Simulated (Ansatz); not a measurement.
## Pt under a change: strain tensor (xx, yy, zz, yz, xz, xy) = (+2.40, −0.36, −3.28, +0.41, −0.35, −1.19) %

Consider Pt in the fcc (Cu type) structure (space group Fm-3m, No. 225; a = 3.942 Å; relaxed with 0.1 eV smearing). Axes: x, y, z lie along the cube axes.

One thing is altered: strain tensor (xx, yy, zz, yz, xz, xy) = (+2.40, −0.36, −3.28, +0.41, −0.35, −1.19) %, atoms relaxed at fixed cell.

Level of theory: Ansatz (an electronic-structure program), r2SCAN, PAW, cutoff 500 eV, no spin-orbit coupling, earlier PAW set. Γ-centred 29×29×29 mesh, Fermi–Dirac width 0.1 eV.

Volume per atom: 15.10 Å³ (base 15.31 Å³)
Energy relative to the base (free energy F): +11 meV/atom
Band gap: zero (base zero)
Stress (xx, yy, zz, yz, xz, xy; compression positive): (1.2, 4.8, 6.3, -1.1, 0.5, 0.7) GPa

Stability against distortions was not tested. The final runs are not spin-polarised.
